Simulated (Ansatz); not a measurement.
The reference is CdTe in the zinc blende structure (space group F-43m, No. 216; a = 6.618 Å).

Calculations: PBE in Ansatz (plane waves to 420 eV, PAW, scalar-relativistic without spin-orbit coupling).

Before the change:

| Property | Value |
|---|---|
| Hole mass | 0.054, 0.57, 0.57 mₑ (at Γ) |
| Gap character | direct at Γ |

One thing is altered: the cell is scaled by 0.9750 in all directions, atoms relaxed at fixed cell.

How does this affect the mean gap deformation potential ΔEg/Δln V?

The mean gap deformation potential ΔEg/Δln V comes out as -3.0 eV.

How does this affect the hole mass?

The hole mass (degenerate bands, along [100]) becomes 0.068, 0.51, 0.51 mₑ (at Γ) (base: 0.054, 0.57, 0.57 mₑ (at Γ)).

Predict the new energy relative to the base.

The energy rises by 25 meV/atom.

What happens to the gap character?

The gap character is still direct at Γ.

With Te present, leaving out spin-orbit coupling can change the band edges. The cells carry an imposed strain or load. Effective masses come from finite differences of ±0.01 Å⁻¹. No phonon test of stability was made.

Ansatz is a quantum-chemistry and plane-wave program.
